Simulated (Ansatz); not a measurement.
Defect: interstitial H in monoclinic HfO2 with all lengths changed by -1 %, charge state +1. These are PBE, PAW (plane waves to 420 eV; Ansatz, a program for electronic structure) values and carry that method's errors.

Settings: 96 host sites, the strained lattice (strain from the relaxed PBE one, atoms relaxed), the Γ point alone, smearing 0.01 eV, spin-restricted, no image-charge correction. No zero-point or tunnelling terms. Spin-orbit coupling is left out. The charge state is imposed; whether it is stable for some Fermi level was not computed. Sites that were not tried may lie lower.

Barriers: single points on a 2×2×2 k-point mesh shifted by half a step at the bands' geometries.

Relaxed starting cell (atoms counted from 1):

```xyz
97
Lattice="10.2198 0.0000 0.0000 0.0000 10.3198 0.0000 -1.7786 0.0000 10.4475" Properties=species:S:1:pos:R:3 pbc="T T T"
Hf     0.8494     2.4476     3.6588
Hf    -0.0937     2.3759     8.9089
Hf     0.7890     7.5077     3.6970
Hf    -0.1039     7.5200     8.9282
Hf     5.8893     2.3766     3.6941
Hf     5.0063     2.3731     8.9259
Hf     5.8752     7.4904     3.6920
Hf     5.0129     7.5251     8.9276
Hf     3.4526     2.8001     1.5096
Hf     2.5394     2.8047     6.7484
Hf     3.4294     7.9615     1.5283
Hf     2.5567     7.9507     6.7548
Hf     8.5513     2.7855     1.5308
Hf     7.6598     2.7997     6.7479
Hf     8.5513     7.9662     1.5226
Hf     7.6578     7.9555     6.7607
Hf     3.0029     4.9570     4.1469
Hf     2.1087     4.9494     9.3627
Hf     3.0034    10.1088     4.1381
Hf     2.1132    10.1015     9.3685
Hf     8.0996     4.9398     4.1456
Hf     7.2101     4.9382     9.3663
Hf     7.9402    10.0585     4.1407
Hf     7.2135    10.1091     9.3598
Hf     1.2463     0.2286     1.0559
Hf     0.3552     0.1828     6.3628
Hf     1.2274     5.3866     1.0749
Hf     0.3378     5.3869     6.3144
Hf     6.3398     0.2199     1.0778
Hf     5.4324     0.2279     6.3344
Hf     6.3519     5.3791     1.0853
Hf     5.4592     5.3744     6.3241
O     -0.3190     0.6925     4.2412
O     -1.2579     0.8414     9.5851
O     -0.3816     5.9946     4.3810
O     -1.2737     5.9999     9.6184
O      4.7383     0.8394     4.3955
O      3.8471     0.8394     9.6167
O      4.7324     5.9865     4.4016
O      3.8476     6.0016     9.6170
O      4.6108     4.3243     0.8305
O      3.7138     4.3237     6.0626
O      4.6022     9.4831     0.8399
O      3.6904     9.5020     6.0661
O      9.7111     4.3193     0.8490
O      8.8157     4.3399     6.0672
O      9.7203     9.4912     0.8267
O      8.8036     9.4968     6.0337
O      4.1509     3.4210     3.4424
O      3.2619     3.4181     8.6679
O      4.1415     8.5709     3.4513
O      3.2708     8.5771     8.6707
O      9.2587     3.3531     3.4986
O      8.3841     3.4158     8.6598
O      9.2800     8.6356     3.4401
O      8.3821     8.5839     8.6660
O      0.0864     1.7547     1.7698
O     -0.8035     1.7507     6.9339
O      0.0610     6.9074     1.7829
O     -0.8188     6.9156     7.0013
O      5.1835     1.7514     1.7731
O      4.2731     1.7465     7.0052
O      5.1603     6.8896     1.7832
O      4.2920     6.9066     7.0015
O      1.4145     3.8550     5.1161
O      0.5183     3.8318    10.3413
O      1.3867     9.0028     5.1170
O      0.5214     8.9903    10.3459
O      6.5150     3.8203     5.1288
O      5.6299     3.8292    10.3512
O      6.4659     8.9649     5.1320
O      5.6300     8.9912    10.3552
O      2.8258     1.3410     0.0904
O      1.8645     1.3457     5.3131
O      2.8140     6.4955     0.1041
O      1.9266     6.5038     5.3240
O      7.9313     1.3360     0.1068
O      7.0439     1.3178     5.3217
O      7.9333     6.4959     0.1062
O      7.0398     6.4862     5.3268
O      2.3879     1.2560     2.7098
O      1.4830     1.2410     7.9379
O      2.3653     6.4093     2.7144
O      1.4818     6.4128     7.9397
O      7.4717     1.2285     2.7188
O      6.5882     1.2581     7.9365
O      7.4833     6.4117     2.7174
O      6.5964     6.4098     7.9439
O      1.8520     3.9150     2.5083
O      0.9618     3.9156     7.7255
O      1.8309     9.0927     2.5162
O      0.9624     9.0700     7.7421
O      6.9778     3.9099     2.5170
O      6.0725     3.9134     7.7405
O      6.9342     9.0544     2.5209
O      6.0711     9.0790     7.7397
H      0.0390    -0.0971     3.7683
```
Cell charge +1.

End state 1 differs by these moves (Å; atoms that move under 0.08 Å are left out):

```
atom  element     Δx     Δy     Δz
----  -------  -----  -----  -----
1          Hf  -0.06  -0.06   0.09
13         Hf  -0.12   0.11  -0.02
23         Hf   0.14   0.04   0.03
25         Hf   0.11  -0.09  -0.04
33          O  -0.08   0.17   0.15
53          O   0.02   0.09  -0.10
57          O  -0.17  -0.17   0.05
81          O  -0.09  -0.01  -0.03
97          H  -0.72   0.91  -1.78
```

Q: Estimate the forward and backward barriers to end state 1 that PBE, PAW returns for this input.

A: forward 0.39 eV, backward 0.31 eV; at the saddle point atom 97 has neighbours Hf at 2.12; O at 1.18, O at 1.27 Å. The saddle point's order was not checked.
